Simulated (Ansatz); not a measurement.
Cell and atoms of amorphous Al32O47:

```yaml
crystal:
  lattice:
    - [9.84742, 0.00000, 0.00000]
    - [0.00000, 9.84742, 0.00000]
    - [0.00000, 0.00000, 9.84742]
  atoms:
    - { symbol: Al, position: [0.99420, 0.46360, 0.22194] }
    - { symbol: Al, position: [0.79651, 0.82674, 0.91176] }
    - { symbol: Al, position: [0.08853, 0.69569, 0.00821] }
    - { symbol: Al, position: [0.70285, 0.88552, 0.65475] }
    - { symbol: Al, position: [0.38390, 0.34264, 0.34986] }
    - { symbol: Al, position: [0.44036, 0.77226, 0.53558] }
    - { symbol: Al, position: [0.69366, 0.11812, 0.91684] }
    - { symbol: Al, position: [0.05362, 0.51642, 0.49138] }
    - { symbol: Al, position: [0.62346, 0.89183, 0.18369] }
    - { symbol: Al, position: [0.49657, 0.34352, 0.91054] }
    - { symbol: Al, position: [0.28974, 0.22764, 0.56281] }
    - { symbol: Al, position: [0.01568, 0.11913, 0.62688] }
    - { symbol: Al, position: [0.48543, 0.50239, 0.62647] }
    - { symbol: Al, position: [0.57024, 0.63218, 0.03983] }
    - { symbol: Al, position: [0.17900, 0.22370, 0.02810] }
    - { symbol: Al, position: [0.08774, 0.95608, 0.85431] }
    - { symbol: Al, position: [0.97659, 0.81844, 0.55611] }
    - { symbol: Al, position: [0.21157, 0.46216, 0.78954] }
    - { symbol: Al, position: [0.52734, 0.07426, 0.44800] }
    - { symbol: Al, position: [0.81572, 0.51683, 0.00608] }
    - { symbol: Al, position: [0.92390, 0.99243, 0.15166] }
    - { symbol: Al, position: [0.30851, 0.90570, 0.06452] }
    - { symbol: Al, position: [0.75781, 0.25807, 0.13647] }
    - { symbol: Al, position: [0.05288, 0.23786, 0.34237] }
    - { symbol: Al, position: [0.48165, 0.62784, 0.32235] }
    - { symbol: Al, position: [0.70643, 0.27110, 0.65797] }
    - { symbol: Al, position: [0.18320, 0.74306, 0.31585] }
    - { symbol: Al, position: [0.43468, 0.14072, 0.13124] }
    - { symbol: Al, position: [0.96082, 0.28622, 0.85823] }
    - { symbol: Al, position: [0.80985, 0.56858, 0.69785] }
    - { symbol: Al, position: [0.32985, 0.73137, 0.83827] }
    - { symbol: Al, position: [0.80173, 0.05962, 0.41175] }
    - { symbol: O, position: [0.93469, 0.63343, 0.57622] }
    - { symbol: O, position: [0.64581, 0.98096, 0.33459] }
    - { symbol: O, position: [0.07855, 0.30087, 0.17001] }
    - { symbol: O, position: [0.81155, 0.42447, 0.16615] }
    - { symbol: O, position: [0.44223, 0.72855, 0.97123] }
    - { symbol: O, position: [0.83094, 0.22635, 0.97210] }
    - { symbol: O, position: [0.35743, 0.75643, 0.37268] }
    - { symbol: O, position: [0.22102, 0.27294, 0.39685] }
    - { symbol: O, position: [0.47369, 0.95815, 0.11266] }
    - { symbol: O, position: [0.54983, 0.90316, 0.57336] }
    - { symbol: O, position: [0.36503, 0.26965, 0.01266] }
    - { symbol: O, position: [0.60725, 0.46478, 0.98780] }
    - { symbol: O, position: [0.16083, 0.20071, 0.67745] }
    - { symbol: O, position: [0.38788, 0.68336, 0.67946] }
    - { symbol: O, position: [0.58796, 0.71260, 0.20584] }
    - { symbol: O, position: [0.75459, 0.73536, 0.74335] }
    - { symbol: O, position: [0.97800, 0.11507, 0.45347] }
    - { symbol: O, position: [0.72816, 0.97398, 0.81334] }
    - { symbol: O, position: [0.41856, 0.48316, 0.25131] }
    - { symbol: O, position: [0.18987, 0.62489, 0.87576] }
    - { symbol: O, position: [0.39856, 0.43830, 0.78634] }
    - { symbol: O, position: [0.75890, 0.93981, 0.06495] }
    - { symbol: O, position: [0.96284, 0.38961, 0.39585] }
    - { symbol: O, position: [0.37680, 0.07989, 0.53568] }
    - { symbol: O, position: [0.25460, 0.89331, 0.88592] }
    - { symbol: O, position: [0.88177, 0.22446, 0.70190] }
    - { symbol: O, position: [0.42168, 0.36215, 0.52912] }
    - { symbol: O, position: [0.12189, 0.35750, 0.90491] }
    - { symbol: O, position: [0.54057, 0.62057, 0.49087] }
    - { symbol: O, position: [0.10923, 0.57832, 0.32589] }
    - { symbol: O, position: [0.02905, 0.94452, 0.68603] }
    - { symbol: O, position: [0.74018, 0.68040, 0.99725] }
    - { symbol: O, position: [0.05771, 0.11540, 0.92534] }
    - { symbol: O, position: [0.25393, 0.07344, 0.11622] }
    - { symbol: O, position: [0.68155, 0.16139, 0.51637] }
    - { symbol: O, position: [0.47351, 0.19387, 0.30068] }
    - { symbol: O, position: [0.60061, 0.22850, 0.80215] }
    - { symbol: O, position: [0.98298, 0.57538, 0.07821] }
    - { symbol: O, position: [0.16306, 0.47756, 0.62133] }
    - { symbol: O, position: [0.09840, 0.83203, 0.43655] }
    - { symbol: O, position: [0.82351, 0.90929, 0.52395] }
    - { symbol: O, position: [0.67320, 0.45252, 0.65025] }
    - { symbol: O, position: [0.98187, 0.82319, 0.92774] }
    - { symbol: O, position: [0.87545, 0.46940, 0.83833] }
    - { symbol: O, position: [0.84254, 0.14209, 0.24506] }
    - { symbol: O, position: [0.60569, 0.18380, 0.06557] }
    - { symbol: O, position: [0.19768, 0.77610, 0.13480] }
```

Methods: PBE, scalar-relativistic without spin-orbit coupling (Ansatz, a program for electronic structure); r2SCAN, scalar-relativistic without spin-orbit coupling (Ansatz). Neutral PBE cell, which sets geometry, pressure and energy: sampling: a 2×2×2 Γ-centred mesh; Fermi-Dirac width 0.02 eV; no spin polarisation. The usual formal charges leave 2 electrons over, so the level spacing at the Fermi energy parts defect or band states and needn't be the band gap.

A CHGNet melt-quench gave the starting glass, which DFT then relaxed. O atoms were pushed apart under 1.9 Å during the dynamics, to hinder bonds among them. It is the lowest in DFT energy of 2 quenches. It is a model cell: composition and starting density were chosen by hand, and all elements were melted together. No dispersion term was used. Its density started from a set value of 2.81 and ended at 2.81 g/cm³. The quench (nominally 280 K/ps over its main leg) was far faster than any real one, so the model tends to hold more defects than a real film. Values belong to this one cell and scatter from quench to quench. The volume was held where the preparation left it.

Problem. Give the pressure, the energy against reference phases and the spacing of the highest filled and lowest empty levels.

Solution. 
```json
{
  "Pressure on a 2×2×2 Γ-centred mesh": "15.3 kbar",
  "Largest force and stress component on that mesh (the relaxation ran on the zone centre alone)": "0.18 eV/Å and 3.1 GPa",
  "Energy relative to corundum + fcc Al (lowest mix at this level among the phases computed, not always the ambient ones)": "0.165 eV/atom",
  "Level spacing at the Fermi energy on a 2×2×2 Γ-centred mesh (PBE)": "1.69 eV",
  "Level spacing at the Fermi energy at the zone centre (PBE)": "2.04 eV",
  "Level spacing at the Fermi energy at the zone centre (r2SCAN)": "2.26 eV",
  "Distance between the nearest levels spread over more than a fifth of the atoms or a third of the atoms of their main element (six at least) (PBE, zone centre)": "4.49 eV"
}
```

Problem. At PBE and the zone centre, how localised are the states just below and above the Fermi level (participation number: the atoms over which a state spreads)?

Solution. The highest filled state is spread over 3.8 atoms' worth, largest on Al21, with weights by element (charge in smoothed Voronoi cells) Al 0.60, O 0.40. The lowest empty state is spread over 54.4 atoms' worth, largest on Al21, with weights by element (charge in smoothed Voronoi cells) O 0.59, Al 0.41.

At PBE the levels at the filled edge of the gap are localised (band-tail or defect states), and the nearest spread-out levels lie 4.5 eV apart at the zone centre.

Bonds are counted up to Al-Al 2.66 Å, Al-O 2.22 Å, O-O 1.58 Å. Two cations that share two anions don't count as bonded, nor two that share one unless they lie closer than Al-Al 2.59 Å.
